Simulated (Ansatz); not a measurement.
## Effect of tensor shear ε_xy = +2.00 % on Rh

Take Rh in the fcc (Cu type) structure (space group Fm-3m, No. 225; a = 3.802 Å; relaxed with 0.1 eV smearing) as the base. Axes: x, y, z lie along the cube axes.

The change: a pure shear with ε_xy = ε_yx = 0.0200; the atoms relax in the strained cell.

The values are results of Ansatz (an electronic-structure program) r2SCAN, spin-orbit coupling left out, not measurements. Γ-centred 30×30×30 mesh, Fermi–Dirac width 0.1 eV.

```csv
quantity,base,changed,shift
volume per atom,13.73 Å³,13.73 Å³,-0.005 Å³
space group,Fm-3m (No. 225),Immm (No. 71),–
shortest interatomic distance,2.688 Å,2.634 Å,-0.054 Å
energy relative to the base (free energy F),0 meV/atom,+13 meV/atom,+13 meV/atom
band gap,zero,zero,–
"stress (xx, yy, zz, yz, xz, xy; compression positive)",–,"(0.9, 0.9, 0.0, 0.0, 0.0, -7.8) GPa",–
```

Final structure:

```xyz
1
Lattice="0.0380 1.9008 1.9008 1.9008 0.0380 1.9008 1.9388 1.9388 0.0000" Properties=species:S:1:pos:R:3 pbc="T T T"
Rh     0.0000     0.0000     0.0000
```

Whether these cells are dynamically stable was not tested. All final runs are without spin polarisation.
